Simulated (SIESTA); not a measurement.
SIESTA is run on Zn₃CoS₄ (P-4m2, 8 atoms in the cell), and the run fails. The aim is a self-consistent single point with DFT, GGA PBEsol, numerical atomic orbitals DZP, PseudoDojo PBEsol standard norm-conserving potentials (rewritten from UPF to PSML).

Cell that was meant: a = 3.8228 Å, b = 3.8228 Å, c = 10.7915 Å, α = 90.00°, β = 90.00°, γ = 90.00°.

Part of the input:

```
  8 +0.00
%endblock DM.InitSpin

MaxSCFIterations             2
SCF.Mixer.Method             Pulay
SCF.Mixer.Weight             0.1
SCF.Mixer.History            8
```

Output, abridged:

```
        iscf     Eharris(eV)        E_KS(eV)     FreeEng(eV)     dDmax    Ef(eV) dHmax(eV)
   scf:    1   -21977.650589   -22261.725094   -22261.722992  0.814809 -0.473062 63.092074
     spin moment: {S} , |S| = {        0.0        0.0    1.02952 }     1.02952
   scf:    2   -22177.575294   -22327.124031   -22327.123279  1.138329  0.583267 63.698458
     spin moment: {S} , |S| = {        0.0        0.0    3.85483 }     3.85483
SCF_NOT_CONV: SCF did not converge in maximum number of steps (required).
SCF_NOT_CONV: SCF did not converge in maximum number of steps (required).
Geom step, scf iteration, dDmax, dHmax:    0     2      1.138329     4.681750
Geom step, scf iteration, dDmax, dHmax:    0     2      1.138329     4.681750

ABNORMAL_TERMINATION
ABNORMAL_TERMINATION
Stopping Program from Node:    0
Stopping Program from Node:    0
```

**Question.** What is wrong, and how is it fixed?

**Answer.** The fault is an iteration limit that is too low. The loop is cut before its threshold is met, so whatever is printed at the end is not self-consistent. To fix it, raise the limit, or leave it to the default. The run ended unconverged after 2 iterations.

The sound input it was made from differs as follows (other fixes are possible):
```diff
-MaxSCFIterations             2
+MaxSCFIterations             150
```

With that input, the run converged in 19 iterations: free energy E − TS -22407.5551 eV; Fermi level (on the code's own zero) -3.07 eV; pressure -6.36 GPa; largest force (vector length) 0.408 eV/Å; size of the cell's spin moment 2.94 μB (DFT, GGA PBEsol, numerical atomic orbitals DZP, PseudoDojo PBEsol standard norm-conserving potentials (rewritten from UPF to PSML)).

On the sound input: the starting cell comes from a database of computed structures (which also holds hypothetical and non-ambient phases and stackings), without a prior relaxation at this level. With one magnetic atom in the cell only a parallel order is possible. Values carry the incompleteness of an atom-centred basis. With a pressure of about -6 GPa the cell is away from its equilibrium volume at this level.
